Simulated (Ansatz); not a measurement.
The structure below was relaxed with Ansatz (a program for electronic structure), PBEsol, PAW, cutoff 420 eV, without spin-orbit coupling.

Space group Fm-3m (No. 225); a = b = c = 5.237 Å, α = β = γ = 90.00°

| atom | site | symmetry | x | y | z |
|---|---|---|---|---|---|
| Mo | 4a | m-3m | 0.0000 | 0.0000 | 0.0000 |
| Mg | 4b | m-3m | 0.5000 | 0.5000 | 0.5000 |

**Question.** Write out a cell with all atoms.

**Answer.** 
```xyz
8
Lattice="5.2371 0.0000 0.0000 0.0000 5.2371 0.0000 0.0000 0.0000 5.2371" Properties=species:S:1:pos:R:3 pbc="T T T"
Mo     0.0000     0.0000     0.0000
Mg     2.6186     0.0000     0.0000
Mo     0.0000     2.6186     2.6186
Mg     2.6186     2.6186     2.6186
Mo     2.6186     0.0000     2.6186
Mg     0.0000     0.0000     2.6186
Mo     2.6186     2.6186     0.0000
Mg     0.0000     2.6186     0.0000
```
This is the conventional cell.

No phonon test of stability was made. The final runs are not spin-polarised. The cell was made from MgSe by this change: Se → Mo; the result is a hypothetical phase, not in the database extracts checked. MgMo has a high density of states at the Fermi level and may be magnetic at this level.
